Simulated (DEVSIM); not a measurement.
# abrupt InP p-n junction

System: abrupt InP p-n junction, at 400 K.

```tsv
layer (left to right)	material	thickness (μm)	Nd (cm⁻³)	Na (cm⁻³)	τn (s)	τp (s)
1	InP	2.50	-	3.9e15	2.4e-9	2.4e-9
2	InP	1.60	4.2e17	-	2.4e-9	2.4e-9
```

Left contact: ohmic. Right contact: ohmic. Voltage is applied to the left contact. Recombination: SRH at mid-gap, radiative. Mobility is μmin + (μ − μmin)/(1 + (N/Nref)^α).

Constants are typed, rounded textbook-type inputs, not results; the design itself was drawn at random and stands for no fabricated device. Values at 300 K; Nc and Nv go as T^1.5, mobilities as T to minus their exponent, the gap by Varshni's rule with the affinity fixed.

```tsv
parameter	InP
gap (eV)	1.344
affinity (eV)	4.38
permittivity	12.5
Nc (cm⁻³)	5.7e17
Nv (cm⁻³)	1.1e19
μn (cm²/Vs)	5200
μp (cm²/Vs)	170
μn,min	400
μp,min	10
Nref,n	3e17
Nref,p	4.9e17
αn	0.47
αp	0.62
T exponent of μn	2
T exponent of μp	2
B (cm³/s)	1.2e-10
Varshni α (eV/K)	0.000363
Varshni β (K)	162
```

Simulated with DEVSIM: 1D drift-diffusion, Boltzmann statistics, complete ionisation; no tunnelling, impact ionisation, image-force lowering or self-heating.

Potential step across the device at zero bias: 0.997 V
Largest field in the device at zero bias: 47000 V/cm
Dark forward voltage at 1 A/cm²: 0.639 V
Dark forward voltage at 100 A/cm²: 0.825 V

Dark reverse current:

```
V (V)   J (A/cm²)
------  ---------
-0.20     -7.6e-6
-0.50     -1.5e-5
-1.00     -2.5e-5
-1.50     -3.3e-5
-2.00     -4.0e-5
-3.00     -5.2e-5
-4.00     -6.3e-5
-5.00     -7.2e-5
-6.50     -8.5e-5
-8.00     -9.6e-5
-10.00   -0.00011
```

Dark forward current:

(V (V), J (A/cm²)): (0.05, 4.7e-6); (0.10, 1.4e-5); (0.15, 3.4e-5); (0.20, 7.9e-5); (0.25, 0.00018); (0.30, 0.00042); (0.35, 0.0010); (0.40, 0.0028); (0.45, 0.0080); (0.50, 0.026); (0.60, 0.35); (0.65, 1.3); (0.70, 5.2); (0.75, 19); (0.80, 61); (0.85, 170); (0.90, 380); (0.95, 780); (1.00, 1400); (1.05, 2500)
